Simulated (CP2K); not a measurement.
## One base run on KI (Fm-3m, 2 atoms in the cell) and variants with one or two settings moved

```
CELL_PARAMETERS angstrom
      5.11897     0.00000     0.00000
      2.55949     4.43316     0.00000
      2.55949     1.47772     4.17962
ATOMIC_POSITIONS crystal
  K  0.00000 0.00000 0.00000
  I  0.50000 0.50000 0.50000
```

Base run A: PBE, GPW, DZVP-MOLOPT-PBE-GTH basis, GTH-PBE potentials (POTENTIAL_UZH) in CP2K, self-consistent single point.

Its settings: CUTOFF = 500 Ry; REL_CUTOFF = 50 Ry; KPOINTS/SCHEME = MONKHORST-PACK 6 6 6; GAMMA_CENTERED = T; XC_FUNCTIONAL = PBE; K/BASIS_SET = DZVP-MOLOPT-PBE-GTH-q9; K/POTENTIAL = GTH-PBE-q9; I/BASIS_SET = DZVP-MOLOPT-PBE-GTH-q7; I/POTENTIAL = GTH-PBE-q7; METHOD = GPW; EPS_DEFAULT = 1e-10; NGRIDS = 5; SCF_GUESS = ATOMIC; EPS_SCF = 1e-06; MAX_SCF = 100; ADDED_MOS = 4; MIXING/METHOD = BROYDEN_MIXING; MIXING/ALPHA = 0.4; MIXING/NBUFFER = 10; MIXING/BETA = 1.5 1/bohr.

The starting cell comes from a database of computed structures (which also holds hypothetical and non-ambient phases and stackings), without a prior relaxation at this level. Its lattice was rescaled by a random factor within 2.5 % of one. Spin-orbit coupling is off. Values carry the incompleteness of an atom-centred basis.

ΔF is the free energy per atom less that of run A. A dash stands where there is no value to compare (another energy zero or no entropy term, no result, no spin, no clean gap, or a mesh too coarse for one). Absolute energies have different zeros for different potentials, functionals, Hubbard and dispersion terms and are not compared across them.

Run A gave: pressure (GPa) -0.37; gap on the mesh (eV) 3.648; valence electrons 16; basis size 27.

Runs:
- B: FULL_GRID: default → T
- C: SMEAR/METHOD: default → METHFESSEL_PAXTON; SIGMA: default → 0.3 eV
- D: 3 x 1 x 1 supercell, mesh divided to match; ADDED_MOS: 4 → 9; KPOINTS/SCHEME: MONKHORST-PACK 6 6 6 → MONKHORST-PACK 2 6 6
- E: CUTOFF: 500 Ry → 250 Ry
- F: EPS_SCF: 1e-06 → 1e-05
- G: CUTOFF: 500 Ry → 800 Ry; XC_FUNCTIONAL: PBE → TPSS; K/BASIS_SET: DZVP-MOLOPT-PBE-GTH-q9 → DZVP-MOLOPT-SCAN-GTH-q9; K/POTENTIAL: GTH-PBE-q9 → GTH-SCAN-q9; I/BASIS_SET: DZVP-MOLOPT-PBE-GTH-q7 → DZVP-MOLOPT-SCAN-GTH-q7; I/POTENTIAL: GTH-PBE-q7 → GTH-SCAN-q7 [TPSS]
- H: NGRIDS: 5 → 2
- I: 2x2x2 supercell at the Gamma point; MAX_SCF: 100 → 30; ADDED_MOS: 4 → default; MIXING/METHOD: BROYDEN_MIXING → default; MIXING/ALPHA: 0.4 → default; MIXING/NBUFFER: 10 → default; MIXING/BETA: 1.5 1/bohr → default; and 4 further keys

### Question
What does run G change against A?

### Answer
The pressure goes from -0.37 to -0.21 GPa and the gap on the mesh goes from 3.648 to 4.098 eV.

| run | ΔF (meV/atom) | pressure (GPa) | gap on the mesh (eV) | valence electrons | basis size |
|---|---|---|---|---|---|
| A | 0.00 | -0.37 | 3.648 | 16 | 27 |
| B | 0.00 | -0.37 | 3.648 | 16 | 27 |
| C | 0.00 | -0.37 | 3.648 | 16 | 27 |
| D | 0.00 | -0.37 | 3.648 | 48 | 81 |
| E | 0.00 | -0.37 | 3.648 | 16 | 27 |
| F | 0.00 | -0.37 | 3.648 | 16 | 27 |
| G | – | -0.21 | 4.098 | 16 | 27 |
| H | 0.00 | -0.37 | 3.648 | 16 | 27 |
| I | 72.7 | 0.18 | 3.584 | 128 | 216 |
